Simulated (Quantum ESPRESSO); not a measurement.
# One base run on Mg3SiF2O4 (P1, 40 atoms in the cell) and variants with one or two settings moved

```yaml
crystal:
  lattice:
    - [10.26800, 0.00000, 0.00000]
    - [0.00000, 8.69400, 0.00000]
    - [0.00000, 0.00000, 4.65000]
  atoms:
    - { symbol: Mg, position: [0.59765, 0.24718, 0.02211] }
    - { symbol: Mg, position: [0.91886, 0.75033, 0.47474] }
    - { symbol: Mg, position: [0.10072, 0.26299, 0.50313] }
    - { symbol: Mg, position: [0.41411, 0.74372, 0.00435] }
    - { symbol: Mg, position: [0.88470, 0.43072, 0.95624] }
    - { symbol: Mg, position: [0.63798, 0.56561, 0.46653] }
    - { symbol: Mg, position: [0.35215, 0.05717, 0.50663] }
    - { symbol: Mg, position: [0.12800, 0.94229, 0.02614] }
    - { symbol: Mg, position: [0.14138, 0.56685, 0.00299] }
    - { symbol: Mg, position: [0.36391, 0.43506, 0.51644] }
    - { symbol: Mg, position: [0.62927, 0.92833, 0.47657] }
    - { symbol: Mg, position: [0.86240, 0.08799, 0.98989] }
    - { symbol: Si, position: [0.78470, 0.25506, 0.43071] }
    - { symbol: Si, position: [0.71413, 0.74631, 0.94842] }
    - { symbol: Si, position: [0.28079, 0.24981, 0.09549] }
    - { symbol: Si, position: [0.22146, 0.75471, 0.58254] }
    - { symbol: F, position: [0.54890, 0.42151, 0.71150] }
    - { symbol: F, position: [0.95695, 0.58833, 0.21690] }
    - { symbol: F, position: [0.02803, 0.08435, 0.75994] }
    - { symbol: F, position: [0.45917, 0.92055, 0.25325] }
    - { symbol: F, position: [0.47184, 0.58072, 0.26721] }
    - { symbol: F, position: [0.02803, 0.41276, 0.79528] }
    - { symbol: F, position: [0.97473, 0.90264, 0.20443] }
    - { symbol: F, position: [0.53922, 0.08011, 0.73873] }
    - { symbol: O, position: [0.93023, 0.25015, 0.26345] }
    - { symbol: O, position: [0.58143, 0.76160, 0.78117] }
    - { symbol: O, position: [0.42350, 0.24506, 0.23845] }
    - { symbol: O, position: [0.07271, 0.74775, 0.76933] }
    - { symbol: O, position: [0.71342, 0.39370, 0.27091] }
    - { symbol: O, position: [0.77324, 0.59548, 0.76546] }
    - { symbol: O, position: [0.20813, 0.12272, 0.24124] }
    - { symbol: O, position: [0.28521, 0.89003, 0.71350] }
    - { symbol: O, position: [0.27994, 0.60003, 0.72609] }
    - { symbol: O, position: [0.20244, 0.39163, 0.21893] }
    - { symbol: O, position: [0.79583, 0.89923, 0.77385] }
    - { symbol: O, position: [0.71357, 0.11199, 0.24856] }
    - { symbol: O, position: [0.77956, 0.23426, 0.77079] }
    - { symbol: O, position: [0.71552, 0.74651, 0.24459] }
    - { symbol: O, position: [0.27340, 0.23969, 0.75298] }
    - { symbol: O, position: [0.21283, 0.75509, 0.27052] }
```

Base run A: LDA (PZ), GBRV 1.5 ultrasoft (LDA) pseudopotentials run with Quantum ESPRESSO, self-consistent single point.

Its settings: ecutwfc = 40 Ry; ecutrho = 200 Ry; occupations = smearing; smearing = mp; degauss = 0.0036749 Ry; K_POINTS = automatic 2 2 3 0 0 0; conv_thr = 1e-10 Ry.

The starting cell comes from a database of published, mostly measured structures (it also holds non-ambient and calculated ones), without a prior relaxation at this level. Its atoms were displaced at random from the sites of space group no. 62. In the base run, with a pressure of about 7 GPa the cell is away from its equilibrium volume at this level. In the base run, forces exceed 1 eV/Å.

ΔF is the free energy per atom less that of run A. 

Run A gave: pressure (GPa) 7.20; largest force (eV/Å) 18.131; gap on the mesh (eV) 4.015; k-points 8.

Runs:
- B: conv_thr: 1e-10 Ry → 7.3e-10 Ry
- C: nosym: default → true
- D: K_POINTS: automatic 2 2 3 0 0 0 → automatic 2 2 3 0 0 1
- E: nbnd: default → 148
- F: mixing_beta: default → 0.6
- G: nosym: default → true; noinv: default → true

Problem. What does run D change against A?

Solution. The free energy stays essentially unchanged (within 1 meV/atom), the pressure stays at 7.20 GPa, the largest force hardly changes (18.131 to 18.132 eV/Å) and the gap on the mesh goes from 4.015 to 4.383 eV.

| run | ΔF (meV/atom) | pressure (GPa) | largest force (eV/Å) | gap on the mesh (eV) | k-points |
|---|---|---|---|---|---|
| A | 0.00 | 7.20 | 18.131 | 4.015 | 8 |
| B | 0.00 | 7.20 | 18.131 | 4.015 | 8 |
| C | 0.00 | 7.20 | 18.131 | 4.015 | 8 |
| D | -0.08 | 7.20 | 18.132 | 4.383 | 8 |
| E | 0.00 | 7.20 | 18.131 | 4.015 | 8 |
| F | 0.00 | 7.20 | 18.131 | 4.015 | 8 |
| G | 0.00 | 7.20 | 18.131 | 4.015 | 12 |
